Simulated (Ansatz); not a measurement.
The parent structure is WSe$_{2}$ (space group P6_3/mmc, No. 194; a = 3.279 Å, c = 12.786 Å; layered, stacked along the Cartesian z axis).

The values are results of DFT with PBE-D3(BJ), PAW potentials and a 420 eV plane-wave cutoff in Ansatz (an electronic-structure program), scalar-relativistic without spin-orbit coupling, not measurements.

One change was made to it. Results:

```tsv
quantity	base	after
density	9.53 g/cm³	9.66 g/cm³
band gap	0.87 eV	0.83 eV
shortest interatomic distance	4.788 bohr	4.783 bohr
c/a ratio	3.899	3.875
smallest direct gap	1.57 eV	1.58 eV
```

Which change produced these results?
A. pressure 7.5 GPa
B. pressure 1.5 GPa
C. pressure 0.7 GPa

C, pressure 0.7 GPa. For comparison, the band gap in the other runs: pressure 7.5 GPa gives 0.54 eV; pressure 1.5 GPa gives 0.78 eV.

With W present, leaving out spin-orbit coupling can change the band edges. Load acts through the strain it causes; cell and atoms are relaxed under it. Whether these cells are dynamically stable was not tested. Competing high-pressure phases were not computed.
